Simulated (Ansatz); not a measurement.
Li3Cd (Fm-3m), PBEsol, DFPT electron-phonon coupling, linearised Boltzmann equation (Ansatz, a first-principles code): phonon-limited resistivity 16.3 μΩ·cm at 300 K, current-weighted mean free path 6.3 nm, Drude plasma energy 6.67 eV.

Problem. What is the classical skin depth at 100 GHz (nonmagnetic, μ₀ = 1.257×10⁻⁶ H/m)?

Solution. δ = √(ρ/(π f μ₀)) = 643 nm.

Problem. What Drude relaxation time do resistivity and plasma energy imply?

Solution. ω_p = 1.01e16 s⁻¹, so τ = 1/(ε₀ ω_p² ρ) = 6.75 fs, a damping ħ/τ of 97.5 meV.

Problem. Estimate the resistivity of a 80 nm square wire with diffuse walls from ρ ≈ ρ₀(1 + 3ℓ/4d).

Solution. 1 + 0.75 × 6.3/80 = 1.06, so ρ ≈ 17.3 μΩ·cm and a line 1 μm long has 27.0 Ω. The formula is the free-electron limit for d well above ℓ; grain boundaries add to it.

A metal at this level (no band gap). Only scattering by harmonic phonons is included (no impurities, grain boundaries, electron-electron scattering or thermal expansion). Spin-orbit coupling is left out. The run warned that the eigensolver left some states short of its tolerance. Halving the electron mesh (24x24x24) moves the resistivity by up to 1 % at 300 K, the mean free path by up to 4 %. Smearing 0.20 eV; phonons on a 4x4x4 q mesh, which this run doesn't test.

Computed structure with no diffraction record at hand here (it may be known, metastable or hypothetical): Li3Cd (Fm-3m).
